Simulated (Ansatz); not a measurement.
La2B (model structure, started from the Ca2N type, R-3m, No. 166, 3 atoms in the cell) was calculated with LDA (Ansatz, an electronic-structure program, plane waves, PAW).

Run with plane-wave cutoff 520 eV, 16×16×16 k mesh, Fermi–Dirac smearing 0.05 eV, scalar-relativistic PAW data made under PBE.

Cell (relaxed at this level):

La$_{2}$B is modelled in the trigonal space group R-3m, hexagonal axes (No. 166), Pearson symbol hR3. Conventional cell: a = 3.954 Å, b = 3.954 Å, c = 16.177 Å, α = 90.00°, β = 90.00°, γ = 120.00°. La on 6c sees 3 B at 2.682 Å (trigonal pyramidal). B on 3a is surrounded by 6 La at 2.682 Å (octahedral). (Neighbours: up to the widest gap in distance over summed covalent radii, below 1.35, at either atom; cation-cation and far metal-metal contacts left out.)
(The calculation used a cell of 3 atoms; values per cell refer to that cell.)

Predict the bulk modulus B0.


bulk modulus B0: 17.9 GPa

The run finds no gap.

Note: the bulk modulus is −V dP/dV from two relaxed cells at ±2 % in volume; the relaxation could raise the start's symmetry but not lower it, so the cell can be a saddle point.

Spin–orbit coupling is not included; it can open a gap where bands touch, and shift volumes and moduli.

The computed numbers hold no vibrational or temperature effects.

A model structure was made by putting elements into a prototype or built by hand; it is no filed structure, need not be a known phase, and can be a saddle point held by its symmetry.
